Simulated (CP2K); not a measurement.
Input and output of a self-consistent single point for NaMgTi₂BiO₆ (R3, 11 atoms in the cell) (CP2K)

Method: PBEsol, GPW, DZVP-MOLOPT-SR-GTH basis, GTH-PBE potentials (GTH_POTENTIALS) in CP2K 2026.2.

This input was run:

```
&GLOBAL
  PROJECT run
  RUN_TYPE ENERGY_FORCE
  PRINT_LEVEL MEDIUM
&END GLOBAL
&FORCE_EVAL
  METHOD Quickstep
  STRESS_TENSOR ANALYTICAL
  &DFT
    BASIS_SET_FILE_NAME BASIS_MOLOPT
    POTENTIAL_FILE_NAME GTH_POTENTIALS
    &QS
      METHOD GPW
      EPS_DEFAULT 1E-10
    &END QS
    &MGRID
      CUTOFF 1000
      REL_CUTOFF 50
      NGRIDS 5
    &END MGRID
    &SCF
      SCF_GUESS ATOMIC
      EPS_SCF 1E-6
      MAX_SCF 100
      ADDED_MOS 14
      &DIAGONALIZATION
        ALGORITHM STANDARD
      &END DIAGONALIZATION
      &MIXING
        METHOD BROYDEN_MIXING
        ALPHA 0.2
        NBUFFER 12
        BETA 1.5
      &END MIXING
      &SMEAR ON
        METHOD FERMI_DIRAC
        ELECTRONIC_TEMPERATURE [K] 116.05
      &END SMEAR
    &END SCF
    &KPOINTS
      SCHEME MONKHORST-PACK 4 4 4
      GAMMA_CENTERED T
    &END KPOINTS
    &XC
      &XC_FUNCTIONAL
        &PBE
          PARAMETRIZATION PBESOL
        &END PBE
      &END XC_FUNCTIONAL
    &END XC
    &PRINT
      &MO
        EIGENVALUES T
        OCCUPATION_NUMBERS T
        NDIGITS 8
        FILENAME mo
        &EACH
          QS_SCF 0
        &END EACH
        ADD_LAST NUMERIC
      &END MO
      &MULLIKEN ON
      &END MULLIKEN
    &END PRINT
  &END DFT
  &SUBSYS
    &CELL
      A 6.73314500 0.00000000 0.00000000
      B 4.49961800 5.00886000 0.00000000
      C 4.49961800 2.00644800 4.58942800
      PERIODIC XYZ
    &END CELL
    &COORD
      SCALED
      Na       0.17966000     0.17966000     0.17966000
      Mg       0.34303300     0.34303300     0.34303300
      Ti       0.01197000     0.01197000     0.01197000
      Ti       0.60442300     0.60442300     0.60442300
      Bi       0.76051700     0.76051700     0.76051700
      O        0.75647000     0.14635000     0.30997000
      O        0.30997000     0.75647000     0.14635000
      O        0.14635000     0.30997000     0.75647000
      O        0.61118000     0.27005000     0.94122000
      O        0.94122000     0.61118000     0.27005000
      O        0.27005000     0.94122000     0.61118000
    &END COORD
    &KIND Na
      BASIS_SET DZVP-MOLOPT-SR-GTH-q9
      POTENTIAL GTH-PBE-q9
    &END KIND
    &KIND Mg
      BASIS_SET DZVP-MOLOPT-SR-GTH-q10
      POTENTIAL GTH-PBE-q10
    &END KIND
    &KIND Ti
      BASIS_SET DZVP-MOLOPT-SR-GTH-q12
      POTENTIAL GTH-PBE-q12
    &END KIND
    &KIND Bi
      BASIS_SET DZVP-MOLOPT-SR-GTH-q5
      POTENTIAL GTH-PBE-q5
    &END KIND
    &KIND O
      BASIS_SET DZVP-MOLOPT-SR-GTH-q6
      POTENTIAL GTH-PBE-q6
    &END KIND
  &END SUBSYS
  &PRINT
    &FORCES ON
    &END FORCES
    &STRESS_TENSOR ON
    &END STRESS_TENSOR
  &END PRINT
&END FORCE_EVAL
```

The program printed (abridged):

```
 GLOBAL| Method name                                                        CP2K
 GLOBAL| Project name                                                        run
 GLOBAL| Run type                                                   ENERGY_FORCE

 CELL| Volume [angstrom^3]:                                           154.780206
 CELL| Vector a [angstrom]:       6.733     0.000     0.000   |a| =     6.733145
 CELL| Vector b [angstrom]:       4.500     5.009     0.000   |b| =     6.733145
 CELL| Vector c [angstrom]:       4.500     2.006     4.589   |c| =     6.733145
 CELL| Angle (b,c), alpha [degree]:                                    48.065644
 CELL| Angle (a,c), beta  [degree]:                                    48.065642
 CELL| Angle (a,b), gamma [degree]:                                    48.065640
 CELL| Numerically orthorhombic:                                              NO
 CELL| Periodicity                                                           XYZ

 DFT| Spin restricted Kohn-Sham (RKS) calculation                            RKS
 DFT| Multiplicity                                                             1
 DFT| Number of spin states                                                    1
 DFT| Charge                                                                   0
 DFT| XC density smoothing                                                  NONE
 DFT| XC derivatives                                                          PW

 QS| Method:                                                                 GPW
 QS| Density plane wave grid type                        NON-SPHERICAL FULLSPACE
 QS| Number of grid levels:                                                    5
 QS| Density cutoff [a.u.]:                                                500.0
 QS| Multi grid cutoff [a.u.]: 1) grid level                               500.0
   [... lines left out ...]
 BRILLOUIN| Wavefunction type                                            COMPLEX
 BRILLOUIN| List of Kpoints [2 Pi/Bohr]                                       36
 BRILLOUIN| Number           Weight            X              Y              Z
 BRILLOUIN|     1           0.03125       -0.25000       -0.25000       -0.25000
 BRILLOUIN|     2           0.03125       -0.25000       -0.25000        0.00000
 BRILLOUIN|     3           0.03125       -0.25000       -0.25000        0.25000
   [... 33 lines left out ...]
 *******************************************************************************

 Extrapolation method: initial_guess

 Re-scaling the density matrix to get the right number of electrons
                  # Electrons              Trace(P)               Scaling factor
                           84                84.000                        1.000

 Number of electrons:                                                         84
 Number of occupied orbitals:                                                 42
 Number of molecular orbitals:                                                56

 Number of orbital functions:                                                161
 Number of independent orbital functions:                                    161
 SCF WAVEFUNCTION OPTIMIZATION

  Step     Update method      Time    Convergence         Total energy    Change
     1 NoMix/Diag. 0.20E+00      -     1.95554164      -329.3355129484 -3.29E+02
     2 Broy./Diag. 0.20E+00      -     0.12386965      -321.2461871733  8.09E+00
     3 Broy./Diag. 0.20E+00      -     0.25708500      -325.4497621596 -4.20E+00
     4 Broy./Diag. 0.20E+00      -     0.05710116      -328.5051926260 -3.06E+00
     5 Broy./Diag. 0.20E+00      -     0.16076922      -328.3448030405  1.60E-01
     6 Broy./Diag. 0.20E+00      -     0.02471908      -329.6028524671 -1.26E+00
     7 Broy./Diag. 0.20E+00      -     0.01402461      -329.1759430757  4.27E-01
   [... 15 lines left out ...]
    23 Broy./Diag. 0.20E+00      -     0.00000760      -328.9177818173 -6.55E-06
    24 Broy./Diag. 0.20E+00      -     0.00000237      -328.9178386127 -5.68E-05
    25 Broy./Diag. 0.20E+00      -     0.00000165      -328.9178303943  8.22E-06
    26 Broy./Diag. 0.20E+00      -     0.00000372      -328.9177898870  4.05E-05
    27 Broy./Diag. 0.20E+00      -     0.00000072      -328.9177742568  1.56E-05
  *** SCF run converged in    27 steps ***

  Electronic density on regular grids:        -83.9999999646        0.0000000354
  Core density on regular grids:               83.9999999963       -0.0000000037
  Total charge density on r-space grids:        0.0000000317
  Total charge density g-space grids:           0.0000000317

  Overlap energy of the core charge distribution:               0.00000000030277
  Self energy of the core charge distribution:               -747.90157153353789
  Core Hamiltonian energy:                                    204.29089883044267
  Hartree energy:                                             266.86872076099240
  Exchange-correlation energy:                                -52.17582231501611
  Electronic entropic energy:                                  -0.00000000000000
  Fermi energy:                                                 0.24513674612399

  Total energy:                                              -328.91777425681619
  Total energy (extrapolated to T->0):                       -328.91777425681619

                     Mulliken Population Analysis

 #  Atom  Element  Kind  Atomic population                           Net charge
       1     Na       1          8.343650                              0.656350
       2     Mg       2          8.858412                              1.141588
       3     Ti       3         11.405811                              0.594189
       4     Ti       3         11.354074                              0.645926
       5     Bi       4          3.972262                              1.027738
       6     O        5          6.685041                             -0.685041
       7     O        5          6.685040                             -0.685040
       8     O        5          6.685040                             -0.685040
       9     O        5          6.670224                             -0.670224
      10     O        5          6.670223                             -0.670223
      11     O        5          6.670223                             -0.670223
 # Total charge                             84.000000                  0.000000

   [... lines left out ...]
 FORCES|      2 -1.07144309E-03 -4.77700305E-04 -3.12442326E-04   1.21400498E-03
 FORCES|      3  6.14419705E-03  2.73980443E-03  1.79238461E-03   6.96206351E-03
 FORCES|      4  1.51575276E-03  6.75869375E-04  4.42188381E-04   1.71750878E-03
 FORCES|      5  1.77822427E-03  7.93129692E-04  5.18844220E-04   2.01502744E-03
 FORCES|      6 -1.07663615E-03 -3.11346765E-03 -9.37282143E-03   9.93491861E-03
 FORCES|      7 -8.03596088E-03  5.77152566E-03  9.01888375E-04   9.93481647E-03
 FORCES|      8 -3.03561851E-03 -8.07531424E-03  4.92696845E-03   9.93482249E-03
 FORCES|      9  2.33690185E-03  1.97106852E-03 -5.51667330E-03   6.30713134E-03
 FORCES|     10 -1.61116718E-03  4.58862954E-03  4.01587173E-03   6.30702834E-03
 FORCES|     11  3.02798766E-03 -4.88592921E-03  2.59570448E-03   6.30703538E-03
 FORCES| Sum     5.63240043E-04  2.51156964E-04  1.64305500E-04
 FORCES| Total atomic force                                       6.38212711E-04

 STRESS| Analytical stress tensor [bar]
 STRESS|                        x                   y                   z
 STRESS|      x       -1.72291249832E+04   3.75979221452E+03   2.45987772576E+03
 STRESS|      y        3.75979221452E+03  -2.39839454825E+04   1.09658468961E+03
 STRESS|      z        2.45987772576E+03   1.09658468961E+03  -2.49431501516E+04
 STRESS| 1/3 Trace                                            -2.20520735391E+04
```

The run converged in 27 iterations.

The starting cell comes from a database of computed structures (which also holds hypothetical and non-ambient phases and stackings), without a prior relaxation at this level. Values carry the incompleteness of an atom-centred basis. The potentials were made for another functional than the one used.

Cost on one core of a shared machine: roughly 5 min.
